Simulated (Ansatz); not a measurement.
Ansatz (a quantum-chemistry and plane-wave program) run on MgZn₂ (Cm, 6 atoms in the cell): self-consistent single point.

Method of the run: PBEsol, default PAW files made with PBE (plane waves; Ansatz).

```yaml
crystal:
  lattice:
    - [5.17406, -1.52089, 0.00000]
    - [5.17406, 1.52089, 0.00000]
    - [-1.36585, 0.00000, 6.60987]
  atoms:
    - { symbol: Mg, position: [0.38194, 0.38194, 0.26680] }
    - { symbol: Mg, position: [0.06000, 0.06000, 0.61754] }
    - { symbol: Zn, position: [0.00367, 0.00367, 0.00111] }
    - { symbol: Zn, position: [0.66390, 0.66390, 0.32932] }
    - { symbol: Zn, position: [0.33391, 0.33391, 0.67240] }
    - { symbol: Zn, position: [0.72325, 0.72325, 0.94616] }
```

Reference input (self-consistent single point, DFT, PBEsol, plane waves, default PAW files made with PBE): basis.ecutwfc = 420 eV; kpoints.mp_grid.grid = 9 9 4; hamiltonian.xc = pbesol; hamiltonian.pseudopotentials = {kind: paw} (the program's default PAW files); scf.occupations.method = gaussian; scf.occupations.width = 0.1 eV. This run's input differs from it in these lines:

Ansatz 0.2 input:
```diff
@@ -16,3 +16,3 @@
   mp_grid:
-    grid: [9, 9, 4]
+    grid: [11, 11, 5]
 hamiltonian:
@@ -24,3 +24,3 @@
     method: gaussian
-    width: 0.1
+    width: 0.03
 output:
```

Output, abridged:

```
SCF iter   1: F=—  HF=-16947.580505 eV  |F-HF|=—  |Δ(HF+E_count)|=         —  Δρ=3.27e-3  dr2=8.25e-3  ethr=1.77e-3  ⟨swp⟩=9.0  Hψ=32083  notcnv=0  defer=28
all-band conjugate gradients solve this SCF's bands
preconditioner: auto → Kerker (q_TF=auto, 2.542 Å⁻¹)
SCF iter   2: F=—  HF=-16947.575953 eV  |F-HF|=—  |Δ(HF+E_count)|=   4.55e-3  Δρ=1.04e-3  dr2=2.62e-3  ethr=1.21e-5  ⟨swp⟩=2.1  Hψ=13498  notcnv=0  defer=328
   [... lines left out ...]
SCF iter   6: F=—  HF=-16947.574971 eV  |F-HF|=—  |Δ(HF+E_count)|=   9.41e-6  Δρ=6.58e-5  dr2=2.53e-6  ethr=1.81e-8  ⟨swp⟩=2.0  Hψ=11942  notcnv=0  defer=328
SCF iter   7: F=—  HF=-16947.574969 eV  |F-HF|=—  |Δ(HF+E_count)|=   1.58e-6  Δρ=2.14e-5  dr2=4.28e-7  ethr=3.72e-9  ⟨swp⟩=2.0  Hψ=10893  notcnv=0  defer=328
SCF iter   8: F=—  HF=-16947.574969 eV  |F-HF|=—  |Δ(HF+E_count)|=   1.78e-8  Δρ=1.55e-5  dr2=1.45e-7  ethr=1.47e-10  ⟨swp⟩=9.4  Hψ=33328  notcnv=0
SCF iter   9: F=-16947.574969 eV  HF=-16947.574969 eV  |F-HF|=1.01e-8  |Δ(HF+E_count)|=   5.70e-8  Δρ=2.83e-6  dr2=9.23e-9  ethr=1.47e-10  ⟨swp⟩=4.0  Hψ=24424  notcnv=0
SCF 1 converged in 9 iterations: F = -16947.574969 eV  dr2 = 9.23e-9
Free energy (F): -16947.574969 eV
Internal energy: -16947.573503 eV  (E = F + TS)
E sigma→0 (E₀):  -16947.574236 eV
Entropy (-TS):   -0.001466 eV (-0.244 meV/atom)
Fermi energy:    8.811011 eV
--- Forces (eV/Å), atoms counted from 1 ---
  atom   1  Mg    -0.07074749    -0.00000000    -0.09168918
  atom   2  Mg     0.02066987    -0.00000000     0.02881623
  atom   3  Zn     0.06024438     0.00000000    -0.00669475
  atom   4  Zn    -0.05018414    -0.00000000    -0.11531626
  atom   5  Zn     0.00755134    -0.00000000     0.16335508
  atom   6  Zn     0.03246472    -0.00000000     0.02153244
--- Stress (GPa, compression-positive) ---
       -2.044866       0.000000       0.197861
        0.000000      -4.144581       0.000000
        0.197861       0.000000      -3.455873
  P = ⅓ Tr σ = -3.2151 GPa (-32.151 kbar)
  The stress holds the Pulay correction. Without it, at fixed plane waves, as pw.x and ABINIT print it: P = -3.2648 GPa
```

The run converged in 9 iterations. Against the reference run the free energy rises by 3.7 meV/atom, the pressure stays near -3.22 GPa while the xx stress (positive for compression) goes from -3.48 to -2.04 GPa and the largest force goes from 0.195 to 0.164 eV/Å.

The starting cell comes from a database of computed structures (which also holds hypothetical and non-ambient phases and stackings), without a prior relaxation at this level. With a pressure of about -3 GPa the cell is away from its equilibrium volume at this level. Ansatz's pressure includes its estimate of the finite-basis (Pulay) stress.

Cost on one core of a shared machine: roughly 50 s.
